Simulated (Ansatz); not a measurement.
**Response to strain in hypothetical CdI2 type TeS2**

Base system: TeS$_{2}$ in the CdI2 type structure (space group P-3m1, No. 164; a = 3.792 Å, c = 5.700 Å; a hypothetical phase, not in the database extracts checked; layered, stacked along the Cartesian z axis).

Strains are applied to the cell and any free atomic positions relax.

Level of theory: PBE-D3(BJ) (Ansatz, a first-principles code), no SOC.

Computed cases, in order: isotropic strain −2.68 %; isotropic strain −0.61 %; the unstrained base; isotropic strain +0.84 %; isotropic strain +2.15 %.

Q: Between which two neighbouring cases does the band gap open or close?

A: Between isotropic strain +0.84 % (0.06 eV) and isotropic strain +2.15 % (zero). The whole series: isotropic strain −2.68 %: 0.14 eV; isotropic strain −0.61 %: 0.17 eV; the unstrained base: 0.12 eV; isotropic strain +0.84 %: 0.06 eV; isotropic strain +2.15 %: zero.

The mesh was chosen for an insulator and is coarse for the gapless case. Spin-orbit coupling, missing from the scalar runs, can matter with Te. Whether these cells are dynamically stable was not tested. All final runs are without spin polarisation. A zero or small gap of TeS2 can be the functional's error rather than a property of the material.
